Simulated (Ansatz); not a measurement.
Consider WSi2 (space group I4/mmm, No. 139; a = 3.229 Å, c = 7.870 Å; relaxed with 0.1 eV smearing).

Structures relaxed with PBE in Ansatz (plane waves to 420 eV, PAW, no spin-orbit coupling).

Base:

Simulated powder pattern, Cu Kα1, λ = 1.54056 Å (kinematic, ideal powder, no thermal factors, no anomalous dispersion; the 8 strongest lines at most, above 2 %, up to 2θ = 90°):

```
2θ (°)  I/Imax (%)    hkl
------  ----------  -----
22.58           49  (002)
29.89          100  (101)
39.43           59  (110)
44.46           84  (103)
45.92           33  (112)
56.99           20  (200)
65.69           23  (211)
75.02           37  (213)
```

After one change:

Simulated powder pattern, Cu Kα1, λ = 1.54056 Å (kinematic, ideal powder, no thermal factors, no anomalous dispersion; the 8 strongest lines at most, above 2 %, up to 2θ = 90°):

```
2θ (°)  I/Imax (%)
------  ----------
22.93           49
30.35          100
40.06           58
45.17           83
46.66           33
57.94           20
66.82           23
76.37           36
```

Problem. What was done to the base?
A) isotropic strain +2.00 %
B) isotropic strain −1.50 %
C) isotropic strain +1.50 %
D) isotropic strain +3.00 %

Solution. B, isotropic strain −1.50 %. Its volume per atom is 13.07 Å³ against 13.67 Å³, and its space group is I4/mmm (No. 139).

No phonon test of stability was made. All final runs are without spin polarisation.

Ansatz is an electronic-structure program.
